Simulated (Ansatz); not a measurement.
VMo3 (model structure, started from the A15 type, Pm-3n, No. 223, 8 atoms in the cell) was calculated with r²SCAN (plane waves, PAW; Ansatz, a program for electronic structure).

Numerical settings: plane-wave cutoff 560 eV, 12×12×12 k mesh, Fermi–Dirac smearing 0.05 eV, spin-polarised with parallel moments, scalar-relativistic PAW data made under PBE.

Cell (relaxed at this level):

```
Mo3V
1.0
    4.95715     0.00000     0.00000
    0.00000     4.95715     0.00000
    0.00000     0.00000     4.95715
Mo V
6 2
Direct
  0.25000   0.00000   0.50000
  0.75000   0.00000   0.50000
  0.00000   0.50000   0.25000
  0.00000   0.50000   0.75000
  0.50000   0.25000   0.00000
  0.50000   0.75000   0.00000
  0.00000   0.00000   0.00000
  0.50000   0.50000   0.50000
```
Starting moments (μB, in the order of the record's atoms Mo Mo Mo Mo Mo Mo V V): 0.0 0.0 0.0 0.0 0.0 0.0 2.0 2.0.

Problem. What does this level give for the bulk modulus B0?

Solution. 
* **bulk modulus B0**: 245 GPa

The run finds no gap.

Note: the magnetic order was assumed, not searched for or taken from measurement; the bulk modulus is −V dP/dV from two relaxed cells at ±2 % in volume; the moments ended far under their starting size, a low-moment state that need not be the lowest; the relaxation could raise the start's symmetry but not lower it, so the cell can be a saddle point.

The computed numbers hold no vibrational or temperature effects.

Cost on a shared machine: around 40 core-minutes (rough).

A model structure was made by putting elements into a prototype or built by hand; it is no filed structure, need not be a known phase, and can be a saddle point held by its symmetry.
